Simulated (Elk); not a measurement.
**Input and output of a self-consistent single point for CaMg₆Sn (Amm2, 8 atoms in the cell) (Elk)**

Computed with PBEsol, all-electron FP-LAPW, Elk's shipped species files, APW+lo basis with extra local orbitals in Elk.

Input:

```
tasks
  0

xctype
  22

rgkmax
  7.5

gmaxvr
  14.0

nxlo
  2

lorbcnd
  .true.

lmaxi
  2

stype
  3

swidth
  0.00367493

scale
  9.840484232

avec
    1.0000000000    0.0000000000    0.0000000000
    0.0000000000    0.6151370368    1.1370041633
    0.0000000000   -0.6151370368    1.1370041633

atoms
  3   : nspecies
  'Ca.in'   : spfname
  1   : natoms; atposl, bfcmt below
  0.5000000000  0.1694500000  0.1694500000    0.0 0.0 0.0
  'Mg.in'   : spfname
  6   : natoms; atposl, bfcmt below
  0.5000000000  0.6664400000  0.1683400000    0.0 0.0 0.0
  0.5000000000  0.1683400000  0.6664400000    0.0 0.0 0.0
  0.0000000000  0.8262500000  0.3314500000    0.0 0.0 0.0
  0.0000000000  0.3314500000  0.8262500000    0.0 0.0 0.0
  0.0000000000  0.3373900000  0.3373900000    0.0 0.0 0.0
  0.0000000000  0.8353800000  0.8353800000    0.0 0.0 0.0
  'Sn.in'   : spfname
  1   : natoms; atposl, bfcmt below
  0.5000000000  0.6652900000  0.6652900000    0.0 0.0 0.0

ngridk
  4 3 3
```

The program printed (abridged):

```
│ Elk code version 10.2.4 │

All units are atomic (Hartree, Bohr, etc.)

│ Ground-state run starting from atomic densities │

Lattice vectors :
   9.840484232       0.000000000       0.000000000
   0.000000000       6.053246311       11.18867154
   0.000000000      -6.053246311       11.18867154

Unit cell volume      :    1332.948395
Brillouin zone volume :   0.1860913853

Muffin-tin inner radius fraction :   0.1000000000E-01

Nuclei treated as point charges

Species :    1 (Ca)
 parameters loaded from : Ca.in
 name : calcium
 nuclear charge    :   -20.00000000
 electronic charge :    20.00000000
 atomic mass :    73057.72469
 muffin-tin radius :    2.400000000
 number of radial points in muffin-tin :    497
 atomic positions (lattice), magnetic fields (Cartesian) :
   1 :   0.00000000  0.00000000  0.00000000    0.00000000  0.00000000  0.00000000

Species :    2 (Mg)
 parameters loaded from : Mg.in
 name : magnesium
 nuclear charge    :   -12.00000000
 electronic charge :    12.00000000
 atomic mass :    44305.30462
 muffin-tin radius :    2.200000000
 number of radial points in muffin-tin :    397
 atomic positions (lattice), magnetic fields (Cartesian) :
   1 :   0.00000000  0.49699000  0.99889000    0.00000000  0.00000000  0.00000000
   2 :   0.00000000  0.99889000  0.49699000    0.00000000  0.00000000  0.00000000
   3 :   0.50000000  0.65680000  0.16200000    0.00000000  0.00000000  0.00000000
   4 :   0.50000000  0.16200000  0.65680000    0.00000000  0.00000000  0.00000000
   5 :   0.50000000  0.16794000  0.16794000    0.00000000  0.00000000  0.00000000
   6 :   0.50000000  0.66593000  0.66593000    0.00000000  0.00000000  0.00000000

Species :    3 (Sn)
 parameters loaded from : Sn.in
 name : tin
 nuclear charge    :   -50.00000000
 electronic charge :    50.00000000
 atomic mass :    216395.0920
 muffin-tin radius :    2.600000000
 number of radial points in muffin-tin :    597
   [... lines left out ...]
Maximum |G| for potential and density :    14.00000000
 potential will be trimmed for |G| > 2 gkmax
Constant for pseudocharge density :    9
Radial integration step length :    4

G-vector grid sizes :     45    60    60
Number of G-vectors :    61769

Maximum angular momentum used for
 APW functions                      :    8
 outer part of muffin-tin           :    6
 inner part of muffin-tin           :    2

Total nuclear charge    :   -142.0000000
Total core charge       :    52.00000000
Total valence charge    :    90.00000000
Total excess charge     :    0.000000000
Total electronic charge :    142.0000000

Effective Wigner radius, rₛ :    1.308615703

Number of empty states         :   32
Total number of valence states :   77
Total number of core states    :   52

Conduction state local-orbitals added automatically
Total number of local-orbitals :  565

Exchange-correlation functional :     22     0     0
 PBEsol, Phys. Rev. Lett. 100, 136406 (2008)
 gradient requirement :    1
 generalised gradient approximation (GGA)

Smearing type :    3
 Fermi-Dirac
Smearing width :   0.3674930000E-02
Effective electronic temperature (K) :    1160.451112

Mixing type :    3
 Broyden mixing, J. Phys. A: Math. Gen. 17, L317 (1984)

Kohn-Sham potential initialised from atomic data
│ Self-consistent loop started │
│ Loop number : 1 │
 total energy                :     -8061.53307172
│ Loop number : 2 │
 total energy                :     -8061.39707779
RMS change in Kohn-Sham potential (target) :   0.6723492152     (  0.1000000000E-05)
Absolute change in total energy (target)   :   0.1359939250     (  0.1000000000E-03)
│ Loop number : 3 │
 total energy                :     -8061.38724324
RMS change in Kohn-Sham potential (target) :   0.5842707195     (  0.1000000000E-05)
Absolute change in total energy (target)   :   0.4383303654E-01 (  0.1000000000E-03)
│ Loop number : 4 │
 total energy                :     -8058.53595133
RMS change in Kohn-Sham potential (target) :   0.2179169688     (  0.1000000000E-05)
Absolute change in total energy (target)   :    2.862250170     (  0.1000000000E-03)
│ Loop number : 5 │
 total energy                :     -8056.12206205
RMS change in Kohn-Sham potential (target) :   0.6040689456E-01 (  0.1000000000E-05)
Absolute change in total energy (target)   :    3.129451820     (  0.1000000000E-03)
   [... lines left out ...]
Absolute change in total energy (target)   :   0.2666592137E-02 (  0.1000000000E-03)
│ Loop number : 12 │
 total energy                :     -8055.54577372
RMS change in Kohn-Sham potential (target) :   0.7504814358E-05 (  0.1000000000E-05)
Absolute change in total energy (target)   :   0.4349342271E-03 (  0.1000000000E-03)
│ Loop number : 13 │
 total energy                :     -8055.54511804
RMS change in Kohn-Sham potential (target) :   0.1192597130E-05 (  0.1000000000E-05)
Absolute change in total energy (target)   :   0.7644161888E-03 (  0.1000000000E-03)
│ Loop number : 14 │
 total energy                :     -8055.54498011
RMS change in Kohn-Sham potential (target) :   0.5801765621E-06 (  0.1000000000E-05)
Absolute change in total energy (target)   :   0.3290320856E-03 (  0.1000000000E-03)
│ Loop number : 15 │
 total energy                :     -8055.54497469
RMS change in Kohn-Sham potential (target) :   0.2486703755E-06 (  0.1000000000E-05)
Absolute change in total energy (target)   :   0.8767885720E-04 (  0.1000000000E-03)
Convergence targets achieved

│ Loop number : 16 │

Energies :
 Fermi                       :     0.144426011847
 sum of eigenvalues          :     -4762.74007548
 electron kinetic            :      8386.26678660
 core electron kinetic       :      7712.00493100
 Coulomb                     :     -16147.7740756
 Coulomb potential           :     -12763.9208183
 nuclear-nuclear             :     -699.247573512
 electron-nuclear            :     -18133.1321859
 Hartree                     :      2684.60568380
 Madelung                    :     -9765.81366647
 xc potential                :     -385.086043750
 exchange                    :     -286.992956821
 correlation                 :     -7.04095317554
 electron entropic           :    -0.377290603983E-02
 total energy                :     -8055.54497194

Density of states at Fermi energy :    81.52012451
 (states/Hartree/unit cell)

Estimated indirect band gap :   0.6305751160E-02
 from k-point     11 to k-point     10
Estimated direct band gap   :   0.1232423903E-01
 at k-point     15

Charges :
 core                        :    52.00000000
 valence                     :    90.00000000
 interstitial                :    12.87364599
 muffin-tins (core leakage)
  species :    1 (Ca)
   atom    1                 :    18.22717891     (  0.1976519748E-07)
  species :    2 (Mg)
   atom    1                 :    10.46380011     ( -0.8881784197E-15)
   atom    2                 :    10.46380011     ( -0.8881784197E-15)
   atom    3                 :    10.45950233     (  0.6661338148E-15)
   atom    4                 :    10.45950233     (  0.6661338148E-15)
   atom    5                 :    10.47209083     ( -0.8881784197E-15)
   atom    6                 :    10.42931455     (  0.6661338148E-15)
  species :    3 (Sn)
   atom    1                 :    48.15116484     (  0.6737974837E-04)
 total in muffin-tins        :    129.1263540
 total calculated charge     :    141.9690071
 total charge                :    142.0000000
 error                       :   0.3099285274E-01

│ Self-consistent loop stopped │
```

The run converged in 16 iterations. The count includes the last loop, which Elk runs after its targets are met.

The starting cell comes from a database of computed structures (which also holds hypothetical and non-ambient phases and stackings), without a prior relaxation at this level. Values depend on the basis (sphere radii, cutoffs, local orbitals), which need not be converged. The log's line on a gap gives a spacing of levels on this mesh, which the program prints for metals too.

Cost on one core of a shared machine: roughly 20 min.
